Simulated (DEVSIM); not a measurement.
System: illuminated Ge n-on-p cell, one wavelength, at 300 K.

| layer (left to right) | material | thickness (μm) | Nd (cm⁻³) | Na (cm⁻³) | τn (s) | τp (s) | absorption coefficient (cm⁻¹) |
|---|---|---|---|---|---|---|---|
| 1 | Ge | 0.270 | 9.2e17 | - | 1e-6 | 1.3e-7 | 1300 |
| 2 | Ge | 160 | - | 1.2e16 | 3.3e-6 | 1.1e-6 | 1300 |

Left contact: ohmic, minority hole recombination velocity 100 cm/s. Right contact: ohmic, minority electron recombination velocity 6e6 cm/s. Voltage is applied to the left contact. Recombination: SRH at mid-gap, radiative, Auger. Light enters at the left, 7.8e17 photons cm⁻² s⁻¹, one pass, no reflection. Mobility is constant in doping.

This is a model device: material constants are rounded textbook-type values typed into the input, and sizes, dopings and lifetimes were drawn at random. Values at 300 K.

| parameter | Ge |
|---|---|
| gap (eV) | 0.664 |
| affinity (eV) | 4 |
| permittivity | 16 |
| Nc (cm⁻³) | 1.04e19 |
| Nv (cm⁻³) | 6e18 |
| μn (cm²/Vs) | 3900 |
| μp (cm²/Vs) | 1900 |
| B (cm³/s) | 6.4e-14 |
| Cn (cm⁶/s) | 1e-31 |
| Cp (cm⁶/s) | 1e-31 |

Model (solved in DEVSIM): 1D drift-diffusion, Boltzmann statistics, complete ionisation; no tunnelling, impact ionisation, image-force lowering or self-heating.

Question: Tabulate band edges, carrier densities and field at -0.65 V on the left contact, in the dark.

Answer: Energies count from the Fermi level of the right contact; mesh points crowd at the junctions.

```tsv
x (μm)	Ec (eV)	Ev (eV)	n (cm⁻³)	p (cm⁻³)	field (V/cm)
0.000	0.713	0.049	9.2e17	1.1e18	-36000
0.03194	0.699	0.035	1.6e18	6.5e17	≈ 0
0.09853	0.699	0.035	1.6e18	6.5e17	≈ 0
0.1929	0.699	0.035	1.6e18	6.5e17	≈ 0
0.2603	0.699	0.035	1.6e18	6.6e17	980
0.2852	0.710	0.046	1.0e18	1.0e18	180
0.3421	0.710	0.046	1.0e18	1.0e18	≈ 0
0.5600	0.710	0.046	1.0e18	1.0e18	≈ 0
1.017	0.710	0.046	1.0e18	1.0e18	≈ 0
2.137	0.710	0.046	9.9e17	1.0e18	≈ 0
4.888	0.709	0.045	9.6e17	9.7e17	≈ 0
15.40	0.706	0.042	8.8e17	8.9e17	≈ 0
37.45	0.699	0.035	7.1e17	7.2e17	≈ 0
89.49	0.674	0.010	3.9e17	4.1e17	≈ 0
138.6	0.619	-0.045	1.3e17	1.4e17	-20
151.1	0.586	-0.078	6.4e16	7.6e16	-39
156.5	0.557	-0.107	3.1e16	4.3e16	-73
158.8	0.536	-0.128	1.6e16	2.8e16	-130
159.8	0.519	-0.145	6.9e15	1.9e16	-210
160.1	0.513	-0.151	4.1e15	1.6e16	-280
160.2	0.508	-0.156	2.9e15	1.4e16	-580
160.3	0.503	-0.161	2.6e15	1.2e16	-1500
```
